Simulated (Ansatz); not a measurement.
A computed series for WSe2: pressure series

The reference is WSe$_{2}$ in the 2H-MoS2 type structure (space group P6_3/mmc, No. 194; a = 3.2791 Å, c = 12.7861 Å; layered, stacked along the Cartesian z axis).

Cell and atoms are relaxed at each pressure.

Computed with PBE-D3(BJ) (Ansatz, a program for electronic structure; PAW; 420 eV plane waves; no spin-orbit coupling).

```
change            volume per atom  band gap  c/a ratio
----------------  ---------------  --------  ---------
base                     19.84 Å³   0.87 eV      3.899
pressure −2 GPa          21.05 Å³   1.08 eV      4.042
pressure −1 GPa          20.31 Å³   0.95 eV      3.949
pressure 3 GPa           18.91 Å³   0.71 eV      3.825
pressure 7 GPa           18.09 Å³   0.56 eV      3.783
pressure 15 GPa          16.97 Å³   0.33 eV      3.755
pressure 30 GPa          15.61 Å³      zero      3.754
pressure 50 GPa          14.40 Å³      zero      3.771
pressure 75 GPa          13.35 Å³      zero      3.803
pressure 100 GPa         12.59 Å³      zero      3.843
```

A case with no gap was solved on a k-mesh chosen for an insulator, which is coarse for it. Spin-orbit coupling, missing from the scalar runs, can matter with W. Load acts through the strain it causes; cell and atoms are relaxed under it. Stability against distortions was not tested. No other phases were tried under pressure. The final runs are not spin-polarised. The zero or small gap of WSe2 under pressure 30 GPa and WSe2 under pressure 50 GPa can change with the level of theory.
